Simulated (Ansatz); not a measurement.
The parent structure is an 8-atom supercell of ZnCu₂SnS₄ (space group I-4, No. 82; a = 5.3737 Å, c = 10.7540 Å) at its relaxed geometry.

Method: PBEsol (Ansatz, an electronic-structure program, PAW, no SOC).

One neutral defect a cell, atoms relaxed at fixed cell.

One change was made to it. Results:

```json
[
 {"quantity": "pressure", "base": "0.0 GPa", "after": "-7.9 GPa"},
 {"quantity": "largest displacement of a host atom from its site in the perfect cell", "base": "–", "after": "0.14 Å"}
]
```

Q: Which change produced these results?
A) Cu on a Sn site (antisite)
B) Cu on a Zn site (antisite)
C) Sn on a Cu site (antisite), symmetric start
D) Al on a Cu site, symmetric start

A: A, Cu on a Sn site (antisite). For comparison, the pressure in the other runs: Cu on a Zn site (antisite) gives -2.7 GPa; Al on a Cu site, symmetric start gives 8.2 GPa; Sn on a Cu site (antisite), symmetric start gives 17.8 GPa.

Other magnetic orders, which the real material may have, were not ruled out. In so small a cell the defect repeats every few ångströms: this is an ordered compound, not a dilute defect. The mesh was chosen for an insulator and is coarse for the gapless case. Defects with a symmetric start kept the site's symmetry and may sit on a saddle; the others started slightly shaken. Starting moments died away, wholly or in part, for Cu on a Sn site (antisite), Cu on a Zn site (antisite), Al on a Cu site and Sn on a Cu site (antisite); another magnetic solution may exist. Spin-polarised in the final run: Cu on a Sn site (antisite), Cu on a Zn site (antisite), Al on a Cu site and Sn on a Cu site (antisite); the other runs are not.
